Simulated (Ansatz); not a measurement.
TlBr (Cmcm, No. 63, 4 atoms in the cell; start mp-568949; a measured phase of this formula has another space group) was calculated with LDA (plane waves, PAW; Ansatz, a program for electronic structure).

Numerical settings: plane-wave cutoff 520 eV, 8×8×8 k mesh, Fermi–Dirac smearing 0.01 eV, scalar-relativistic PAW data made under PBE.

Cell (relaxed at this level):

```yaml
crystal:
  lattice:
    - [2.13755, -5.93952, 0.00000]
    - [2.13755, 5.93952, 0.00000]
    - [0.00000, 0.00000, 4.72635]
  atoms:
    - { symbol: Tl, position: [0.39417, 0.60583, 0.75000] }
    - { symbol: Tl, position: [0.60583, 0.39417, 0.25000] }
    - { symbol: Br, position: [0.86145, 0.13855, 0.25000] }
    - { symbol: Br, position: [0.13855, 0.86145, 0.75000] }
```

### Question
Estimate the band gap and direct gap at Γ that the calculation returns.

### Answer

- band gap = 1.63 eV
- direct gap at Γ = 5.88 eV

Spin–orbit coupling is not included; with these elements it can move the gap by several tenths of an eV or more.

Static lattice: no zero-point or thermal effects.

A start named mp-… is a Materials Project structure, which need not be a measured phase.
